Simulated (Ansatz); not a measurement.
## Element substitutions in BP

The reference is BP in the zinc blende structure (space group F-43m, No. 216; a = 4.5483 Å).

Each row replaces one element on all its sites; cell and atoms are relaxed.

Method: Ansatz (an electronic-structure program) PBE, no spin-orbit coupling, earlier PAW set.

```tsv
case	band gap	density	shortest interatomic distance
base	1.25 eV	2.95 g/cm³	1.969 Å
B → Hg	zero	[?]	2.551 Å
B → Ag	zero	5.17 g/cm³	2.438 Å
B → In	[?]	[?]	2.581 Å
```

### Question
Complete the table.

### Answer

- B → Hg, density: 7.53 g/cm³
- B → In, band gap: 0.44 eV
- B → In, density: 4.57 g/cm³

Whether these cells are dynamically stable was not tested. As relaxed here, HgP and AgP are hypothetical phases, not in the database extracts checked. All final runs are without spin polarisation. An odd electron count without spin: HgP.
